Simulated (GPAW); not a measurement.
Worked example: relaxation of cell and atoms of SrB₆ (Pm-3m, 7 atoms in the cell) in GPAW.

Computed with PBEsol, GPAW PAW datasets PBEsol (made by gpaw-setup) (plane waves; GPAW).

```xyz
7
Lattice="4.1902 0.0000 0.0000 0.0000 4.1902 0.0000 0.0000 0.0000 4.1902" Properties=species:S:1:pos:R:3 pbc="T T T"
Sr     0.0000     0.0000     0.0000
B      0.8512     2.0951     2.0951
B      3.3390     2.0951     2.0951
B      2.0951     0.8512     2.0951
B      2.0951     3.3390     2.0951
B      2.0951     2.0951     0.8512
B      2.0951     2.0951     3.3390
```

Reference input (self-consistent single point, DFT PBEsol, plane waves, GPAW PAW datasets PBEsol (made by gpaw-setup)): mode = pw; ecut = 950 eV; xc = PBEsol; kpts = 5 5 5; mesh shift (steps) = 0 0 0; occupations.name = fermi-dirac; occupations.width = 0.05 eV; nbands = -13; convergence.forces = 0.001 eV/Å; symmetry.symmorphic = false; symmetry.tolerance = 0.0005; maxiter = 120. This run's input differs from it in these lines:

```diff
@@ -1,2 +1,4 @@
 from ase import Atoms
+from ase.filters import FrechetCellFilter
+from ase.optimize import BFGS
 from ase.units import GPa
@@ -22,3 +24,3 @@
             nbands=-13,
-            convergence={'forces': 0.001},
+            convergence={'forces': 0.001, 'density': 1e-05},
             symmetry={'symmorphic': False, 'tolerance': 0.0005},
@@ -27,2 +29,10 @@
 atoms.calc = calc
+
+target = FrechetCellFilter(atoms)
+
+opt = BFGS(target, logfile='-')
+converged = opt.run(fmax=0.02, steps=40)
+print('Relaxation converged:', converged)
+print('Cell:', atoms.cell.cellpar().round(4))
+print(atoms.get_scaled_positions().round(5))
```

Log, with long lists cut:

```
     iter     time        total  log10-change:
                         energy   eigst   dens  force
iter:   1 --:--:--   -51.572612
iter:   2 --:--:--   -50.812381   -1.27  -0.83
iter:   3 --:--:--   -47.764363   -0.61  -0.87
iter:   4 --:--:--   -47.592260   -2.23  -1.44
iter:   5 --:--:--   -47.553577   -2.63  -1.46
iter:   6 --:--:--   -47.560869   -3.13  -1.89
iter:   7 --:--:--   -47.559365c  -3.41  -2.13
iter:   8 --:--:--   -47.558545c  -4.51  -2.65
iter:   9 --:--:--   -47.558326c  -4.85  -3.21
iter:  10 --:--:--   -47.558294c  -5.34  -3.07
iter:  11 --:--:--   -47.558272c  -6.72  -3.61
iter:  12 --:--:--   -47.558272c  -8.01c -3.94
iter:  13 --:--:--   -47.558273c  -7.84c -3.99
iter:  14 --:--:--   -47.558271c  -8.21c -4.15
iter:  15 --:--:--   -47.558276c  -7.56c -4.19
iter:  16 --:--:--   -47.558274c  -8.42c -4.43
iter:  17 --:--:--   -47.558271c  -8.14c -4.62
iter:  18 --:--:--   -47.558271c -10.03c -4.89
iter:  19 --:--:--   -47.558272c  -9.05c -4.92
iter:  20 --:--:--   -47.558271c  -9.73c -5.48c
iter:  21 --:--:--   -47.558272c -11.58c -5.85c -4.51c
Converged after 21 iterations.

Dipole moment: (0.000000, 0.000000, 0.000000) |e|*Ang

Energy contributions relative to reference atoms: (reference = -90439.729720)

Kinetic:        +40.013980
Potential:      -31.304957
External:        +0.000000
XC:             -56.007901
Entropy (-ST):   -0.006459
Local:           -0.256165
SIC:             +0.000000
--------------------------
Free energy:    -47.561501
Extrapolated:   -47.558272

Showing only first 2 kpts
 Kpt  Band  Eigenvalues  Occupancy
  0    12      6.89961    1.99818
  0    13      6.89961    1.99818
  0    14      9.98087    0.00000
  0    15      9.98087    0.00000

  1    12      6.08701    2.00000
  1    13      7.01213    1.98282
  1    14      8.48832    0.00000
  1    15     10.81646    0.00000

Fermi level: 7.24955

Gap: 0.063 eV
Transition (v -> c):
   [... lines left out ...]
Occupation numbers: Fermi-Dirac:
Atomic positions and initial magnetic moments
Free energy:    -47.562092
Fermi level: 7.25622
Gap: 0.055 eV
Occupation numbers: Fermi-Dirac:
Atomic positions and initial magnetic moments
Free energy:    -47.565229
Fermi level: 7.32482
Gap: 0.003 eV
   [... lines left out ...]
  6 B     0.00000   -0.00000   -0.00813

BFGS:    4 --:--:--      -47.565941        0.008100
Relaxation converged: True
Cell: [ 4.1727  4.1727  4.1727 90.     90.     90.    ]
[[0.     0.     0.    ]
 [0.2026 0.5    0.5   ]
 [0.7974 0.5    0.5   ]
 [0.5    0.2026 0.5   ]
 [0.5    0.7974 0.5   ]
 [0.5    0.5    0.2026]
 [0.5    0.5    0.7974]]
Energy (eV): -47.562449
Stress (GPa, Voigt): [-0.011 -0.011 -0.011  0.     0.     0.   ]
```

The run converged. GPAW prints stress with tension positive. 

Summary of the result:
```
Quantity                                                                                  Result
-------------------------------------------------------  ---------------------------------------
Free energy E − TS (from the program's reference atoms)                              -47.5659 eV
Fermi level (on the code's own zero)                                                     7.36 eV
Largest force (vector length)                                                         0.008 eV/Å
Final cell                                               a = b = c = 4.173 Å, α = β = γ = 90.00°
Final volume per atom                                                                   10.38 Å³
Relaxation steps                                                                               4
```

At such cutoffs GPAW's stress carries a finite-basis (Pulay) error, which enters relaxed cells too; its log prints stress with tension positive.

The starting cell comes from a database of computed structures (which also holds hypothetical and non-ambient phases and stackings), without a prior relaxation at this level. The relaxation keeps the symmetry of its start, so its end need not be a minimum. The log's line on a gap gives a spacing of levels on this mesh, which the program prints for metals too.

Cost on one core of a shared machine: roughly 3 min.
